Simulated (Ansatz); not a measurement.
## Short convergence ladders for FeIr (R3m, 2 atoms in the cell)

```xyz
2
Lattice="1.3516 0.7804 4.2285 -1.3516 0.7804 4.2285 0.0000 -1.5607 4.2285" Properties=species:S:1:pos:R:3 pbc="T T T"
Fe     0.0000     0.0000     0.0500
Ir     0.0000     0.0000     6.3428
```
Moments meant for the start (each program seeds them in its own way; μB, in the order of the atoms Fe Ir): 4.0 1.0.

Base method: PBEsol, default PAW files made with PBE (plane waves; Ansatz, a first-principles code).

Base settings: basis.ecutwfc = 420 eV; kpoints.mp_grid.grid = 14 14 14; hamiltonian.xc = pbesol; hamiltonian.pseudopotentials = {kind: paw} (the program's default PAW files); magnetization.spin_polarized = true; scf.occupations.method = gaussian; scf.occupations.width = 0.1 eV.

The count of work is k-points × plane waves × bands × iterations; it is no time. 

**The k-point mesh**

Only quantities that move along the ladder and can be compared are tabulated.

```tsv
kpoints.mp_grid.grid	free energy less the last step's (meV/atom)	pressure (GPa)	largest difference of a force vector from the last step's (eV/Å)	net moment (μB/atom)	count of work / last
2 2 2	1207.09	1.42	0.403	1.375	0.0041
4 4 4	-94.53	-10.52	0.011	1.420	0.012
6 6 6	20.00	-12.33	0.045	1.169	0.033
8 8 8	1.92	-9.78	0.033	1.383	0.067
14 14 14	-0.37	-11.08	0.005	1.302	0.32
20 20 20	0.00	-11.15	0.000	1.299	1.0
```

Coarsest kpoints.mp_grid.grid that holds the pressure within 0.2 GPa of the last step, with all finer ones: 14 14 14, at 0.32 of the last step's count of work; the step before is off by 1.4 GPa.

Coarsest kpoints.mp_grid.grid that holds the free energy within 5 meV/atom of the last step, with all finer ones: 8 8 8, at 0.067 of the last step's count of work; the step before is off by 20 meV/atom.

Coarsest kpoints.mp_grid.grid that holds the net moment within 0.05 μB/atom of the last step, with all finer ones: 14 14 14, at 0.32 of the last step's count of work; the step before is off by 0.084 μB/atom.

**The k-point mesh at a smearing width of 0.02 eV**

In this ladder: scf.occupations.width = 0.02 eV.

Only quantities that move along the ladder and can be compared are tabulated.

| kpoints.mp_grid.grid | free energy less the last step's (meV/atom) | pressure (GPa) | largest difference of a force vector from the last step's (eV/Å) | net moment (μB/atom) | count of work / last |
|---|---|---|---|---|---|
| 5 5 5 | 36.32 | -11.84 | 0.026 | 1.273 | 0.019 |
| 7 7 7 | -20.46 | -11.37 | 0.004 | 1.308 | 0.038 |
| 11 11 11 | -0.96 | -10.67 | 0.011 | 1.329 | 0.12 |
| 23 23 23 | 0.00 | -11.24 | 0.000 | 1.297 | 1.0 |

Coarsest kpoints.mp_grid.grid that holds the net moment within 0.02 μB/atom: not settled: the last two steps still differ by 0.032 μB/atom, over half the tolerance, so the ladder does not show it.

On the base run: the starting cell comes from a database of computed structures (which also holds hypothetical and non-ambient phases and stackings), without a prior relaxation at this level. Its lattice was rescaled by up to half a per cent. One atom was moved a little off its site on purpose. With one magnetic atom in the cell only a parallel order is possible. In the base run, with a pressure of about -11 GPa the cell is away from its equilibrium volume at this level. Ansatz's pressure includes its estimate of the finite-basis (Pulay) stress.

Keys are those of Ansatz 0.2.
